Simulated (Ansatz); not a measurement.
AlRu: response to strain

Base system: AlRu in the CsCl type structure (space group Pm-3m, No. 221; a = 2.983 Å; relaxed with 0.1 eV smearing). Axes: x, y, z lie along the cube axes.

Strains are applied to the cell and any free atomic positions relax; under biaxial strain the out-of-plane vector relaxes too.

Computed with plane-wave PAW DFT at the r2SCAN level (Ansatz, a first-principles code, 500 eV), scalar-relativistic without spin-orbit coupling.

Candidates:
(a) biaxial strain −2.01 %, plane normal [111], relaxed out of plane
(b) biaxial strain +1.07 %, plane normal [001], relaxed out of plane
(c) biaxial strain −0.72 %, plane normal [111], relaxed out of plane

Notes on the quantities. energy relative to the base: free energy F.

### Question
Order them by energy relative to the base, lowest first.

### Answer
(c) biaxial strain −0.72 %, plane normal [111], relaxed out of plane (+1.9 meV/atom), (b) biaxial strain +1.07 %, plane normal [001], relaxed out of plane (+3.4 meV/atom), (a) biaxial strain −2.01 %, plane normal [111], relaxed out of plane (+16 meV/atom)

Whether these cells are dynamically stable was not tested. All final runs are without spin polarisation.
